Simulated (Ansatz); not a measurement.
Start from MgB₂ (space group P6/mmm, No. 191; a = 3.075 Å, c = 3.525 Å; relaxed with 0.1 eV smearing).

Method: PBE (Ansatz, a program for electronic structure), spin-orbit coupling left out.

Base values:

The pressure is 0.0 GPa and the band gap is zero.

One thing is altered: every lattice vector is shortened by 1.50 %, atoms relaxed at fixed cell.

What does the calculation give for the pressure after the change?

The pressure (mean of the normal stresses, compression positive) goes from zero to 7.5 GPa.

Estimate the effect on the energy relative to the base.

The energy goes up by 9.6 meV/atom.

Predict the new band gap.

The band gap is still zero.

The cells carry an imposed strain or load. Whether these cells are dynamically stable was not tested. The final runs are not spin-polarised.
